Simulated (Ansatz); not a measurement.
All values below come from PBE (plane waves to 420 eV, PAW; Ansatz, an electronic-structure program).

Planar average of the electrostatic potential across the slab, in eV from the Fermi level, for NH3 on the 1x1 (0001) surface of hcp Ru, one in a 2x2 cell, started at the site 'top Ru':

```csv
z (Å),V (eV)
5.10,5.00
5.38,5.00
5.67,5.00
5.95,5.00
6.23,4.99
6.52,4.98
6.80,4.95
7.08,4.89
7.37,4.77
7.65,4.54
7.93,4.06
8.22,3.09
8.50,1.08
8.78,-3.64
9.07,-13.81
9.35,-24.28
9.63,-27.88
9.92,-22.08
10.20,-11.15
10.48,-3.34
10.77,-3.25
11.05,-10.85
11.33,-21.93
11.62,-28.18
11.90,-25.21
12.18,-15.06
12.47,-5.01
12.75,-1.79
13.03,-5.09
13.32,-15.17
13.60,-25.27
13.88,-28.13
14.17,-21.76
14.45,-10.68
14.73,-3.17
15.02,-3.29
15.30,-11.02
15.58,-21.92
15.87,-27.83
16.15,-24.37
16.43,-14.01
16.72,-3.85
17.00,0.86
17.28,2.54
17.57,2.51
17.85,0.84
18.13,-1.05
18.42,-2.59
18.70,-0.93
18.98,1.46
19.27,2.14
19.55,2.42
19.83,2.54
20.12,2.60
20.40,2.63
20.68,2.64
20.97,2.65
21.25,2.66
21.53,2.66
21.82,2.66
22.10,2.66
22.38,2.66
22.67,2.66
22.95,2.66
```

Slab: 20 atoms, 6.3 Å thick at the start under the adsorbate (thin: gaps and levels are the slab's own); k 6x6x1, smearing 0.1 eV, dipole-corrected; 8 atoms held, the rest relaxed; symmetry of the start imposed; no spin, no spin-orbit, no U, no dispersion correction. At the end it is bonded to Ru. In PBE it is, or lies within 0.03 eV of, the lowest of the starts that converged.

Question: The surface cell has an area of 25.66 Å². What dipole along the normal does the step between the two vacuum levels imply?

Answer: the top vacuum level lies 2.34 eV below the bottom one; p = −ε₀ A ΔV (ε₀ = 0.005526 e/(V·Å)) gives 0.33 e·Å a cell.
